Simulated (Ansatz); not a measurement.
SnO: response to strain

The parent structure is SnO (space group P4/nmm, No. 129; layered, stacked along the Cartesian z axis; relaxed with 0.1 eV smearing).

```
CELL_PARAMETERS angstrom
      3.76851     0.00000     0.00000
      0.00000     3.76851     0.00000
      0.00000     0.00000     4.55708
ATOMIC_POSITIONS crystal
  Sn 0.50000 0.00000 0.74617
  Sn 0.00000 0.50000 0.25383
  O  0.50000 0.50000 0.00000
  O  0.00000 0.00000 0.00000
```

Cartesian axes are those of the cell as printed.

Strains are applied to the cell and any free atomic positions relax.

Method: PBEsol-D3(BJ)/PAW in Ansatz (a first-principles code), no spin-orbit coupling.

Notes on the quantities. energy relative to the base: free energy F.

| uniaxial strain ε_zz (%) | energy relative to the base (meV/atom) |
|---|---|
| 0 | 0.0 |
| 0.6 | ? |
| 1.2 | 0.4 |
| 1.8 | 1.0 |
| 2.4 | 1.6 |
| 3 | 2.5 |

Question: Fit ΔE = Aε² + Bε³ (ε in %) to the rows shown and predict the withheld row.

Answer: Least squares on the printed values gives A = 0.315 and B = -0.013 meV/atom (largest residual 0.1 meV/atom); this predicts 0.1 meV/atom, and the run gives 0.1 meV/atom, in agreement.

Whether these cells are dynamically stable was not tested. All final runs are without spin polarisation.
